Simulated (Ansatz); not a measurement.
CaO, response to strain

The reference is CaO in the rock salt structure (space group Fm-3m, No. 225; a = 4.8307 Å).

Strains are applied to the cell and any free atomic positions relax.

Calculations: Kohn–Sham DFT with the PBE functional, run in Ansatz (a quantum-chemistry and plane-wave program) with PAW and 420 eV plane waves, spin-orbit coupling left out.

| isotropic strain (%) | pressure (GPa) |
|---|---|
| -4.13 | 17.6 |
| 0 | 0.0 |
| 0.36 | ? |
| 2.1 | -5.7 |
| 2.77 | -7.2 |
| 4.8 | -10.9 |

Task: Fit P = P₀ − Bδ + Cδ² with δ = (1 + ε)³ − 1 to the rows shown and predict the withheld row.

Result: Least squares on the printed values gives P₀ = 0.3 GPa, B = 113 GPa, C = 265 GPa (largest residual 0.3 GPa); this predicts -0.9 GPa, and the run gives -1.1 GPa, 0.2 lower.

No phonon test of stability was made.
